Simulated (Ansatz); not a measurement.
**Tb: element substitutions**

Base system: Tb in the hcp (Mg type) structure (space group P6_3/mmc, No. 194; a = 3.6021 Å, c = 5.7815 Å; ferromagnetic).

Each row replaces one element on all its sites; cell and atoms are relaxed.

Levels (all Ansatz, an electronic-structure program, PAW, earlier PAW set): PBE (420 eV, no SOC); PBEsol (420 eV, no spin-orbit coupling).

The base cell above is that of PBE; each level relaxes its own structures.

```tsv
case	lattice parameter a, PBE	lattice parameter a, PBEsol
Tb → La	376.9 pm	364.1 pm
Tb → Mg	318.6 pm	___
Tb → Hf	320.4 pm	___
```

Q: Some entries are withheld; estimate them.

A: 
- Tb → Mg, lattice parameter a, PBEsol: 316.6 pm
- Tb → Hf, lattice parameter a, PBEsol: 315.9 pm

PBE lies above PBEsol in every row, by 2.0 pm to 12.7 pm. They disagree on the order of Tb → Hf and Tb → Mg.

Other magnetic orders, which the real material may have, were not ruled out. Open 4f shells without U are poorly described, and the f state was not checked. Whether these cells are dynamically stable was not tested. Spin-polarised in the final run: PBE base and PBEsol base; the other runs are not.
